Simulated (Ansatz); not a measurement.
The parent structure is a 12-atom supercell of Au in the fcc (Cu type) structure (space group Fm-3m, No. 225) at its relaxed geometry.

```
Au
1.0
    0.00000     4.08345     4.08345
    4.08345    -4.08345     4.08345
    4.08345     4.08345     0.00000
Au
12
Direct
  0.00000   0.00000   0.00000
  0.00000   0.00000   0.50000
  0.16667   0.33333   0.16667
  0.16667   0.33333   0.66667
  0.33333   0.66667   0.33333
  0.33333   0.66667   0.83333
  0.50000   0.00000   0.00000
  0.50000   0.00000   0.50000
  0.66667   0.33333   0.16667
  0.66667   0.33333   0.66667
  0.83333   0.66667   0.33333
  0.83333   0.66667   0.83333
```

Calculations: plane-wave PAW DFT at the PBEsol level (Ansatz, an electronic-structure program, 420 eV), without spin-orbit coupling.

For the base:

| Item | Value |
|---|---|
| Mean distance from the defect site to its nearest host atoms | 2.89 Å |

Modification: one Au atom is replaced by Pt, atoms relaxed at fixed cell, starting from a slightly rattled geometry.

Tabulated Pauling electronegativity and covalent radius: Au 2.54, 1.36 Å; Pt 2.28, 1.36 Å.

Question: How does this affect the largest displacement of a host atom from its site in the perfect cell?

Answer: The largest displacement of a host atom from its site in the perfect cell comes out as 0.04 Å.

Question: Estimate the effect on the mean distance from the defect site to its nearest host atoms.

Answer: The mean distance from the defect site to its nearest host atoms falls by 0.02 Å, from 2.89 Å to 2.87 Å.

The cell is small, so the values are those of an ordered compound at a high defect concentration; dilute-limit values will differ. All final runs are without spin polarisation. The defect cell is not spin-polarised.
